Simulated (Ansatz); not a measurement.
**Short convergence ladders for CsH (P4mm, 2 atoms in the cell)**

```yaml
crystal:
  lattice:
    - [3.79932, 0.00000, 0.00000]
    - [0.00000, 3.79932, 0.00000]
    - [0.00000, 0.00000, 3.79932]
  atoms:
    - { symbol: Cs, position: [0.00000, 0.00000, 0.01316] }
    - { symbol: H, position: [0.50000, 0.50000, 0.50000] }
```

Base method: LDA (PW92), default PAW files made with PBE (plane waves; Ansatz, a program for electronic structure).

Base settings: basis.ecutwfc = 30.9 Ry; kpoints.mp_grid.grid = 7 7 7; hamiltonian.xc = lda; hamiltonian.pseudopotentials = {kind: paw} (the program's default PAW files); scf.occupations.method = fixed.

The count of work is k-points × plane waves × bands × iterations; it is no time. 

**The cutoff for other potential files**

Level: DFT, LDA (PW92), plane waves, harder PAW files (source: ansatz) made with PBE.

In this ladder: hamiltonian.pseudopotentials = {kind: paw, source: ansatz}.

The mesh stays at the base's, so the ladder's end is converged at best in this setting alone.

Only quantities that move along the ladder and can be compared are tabulated.

```csv
basis.ecutwfc,free energy less the last step's (meV/atom),pressure without the Pulay estimate (GPa),count of work / last
26.5 Ry,39.58,-3.24,0.090
32.3 Ry,7.51,-1.98,0.15
41.2 Ry,1.59,-1.84,0.21
50 Ry,0.34,-1.80,0.27
58.8 Ry,0.13,-1.80,0.35
70.6 Ry,0.11,-1.79,0.47
88.2 Ry,0.05,-1.80,0.65
117.6 Ry,0.00,-1.79,1.0
```

Coarsest basis.ecutwfc that holds the pressure without the Pulay estimate within 1 GPa of the last step, with all finer ones: 32.3 Ry, at 0.15 of the last step's count of work; the step before is off by 1.4 GPa.

Coarsest basis.ecutwfc that holds the free energy within 0.5 meV/atom of the last step, with all finer ones: 50 Ry, at 0.27 of the last step's count of work; the step before is off by 1.6 meV/atom.

At the lowest cutoff the pressure without the Pulay estimate lies 1.4 GPa under the last step's, the usual sign of Pulay stress in an incomplete plane-wave basis.

**The relaxed cell against the cutoff**

On CsH (Pm-3m, 2 atoms in the cell): atoms on their sites.

In this ladder: relax = cell and atoms.

The mesh stays at the base's, so the ladder's end is converged at best in this setting alone.

Only quantities that move along the ladder and can be compared are tabulated.

| basis.ecutwfc | relaxed volume (Å³/atom) | relaxation steps |
|---|---|---|
| 15.4 Ry | 24.235 | 9 |
| 18.4 Ry | 24.219 | 7 |
| 21.7 Ry | 24.121 | 7 |
| 26.1 Ry | 24.099 | 7 |
| 30.9 Ry | 24.086 | 7 |
| 37.1 Ry | 24.070 | 5 |
| 46.3 Ry | 24.064 | 5 |
| 61.7 Ry | 24.064 | 5 |

Coarsest basis.ecutwfc that holds the relaxed volume within 0.048 Å³/atom of the last step, with all finer ones: 26.1 Ry; the step before is off by 0.056 Å³/atom.

At the lowest cutoff the cell relaxes to a volume 0.7 % larger than at the highest. Ansatz relaxes on a stress corrected for the finite basis.

On the base run: the starting cell comes from a database of computed structures (which also holds hypothetical and non-ambient phases and stackings), without a prior relaxation at this level. Its lattice was rescaled by up to half a per cent. One atom was moved a little off its site on purpose.

Keys are those of Ansatz 0.2.
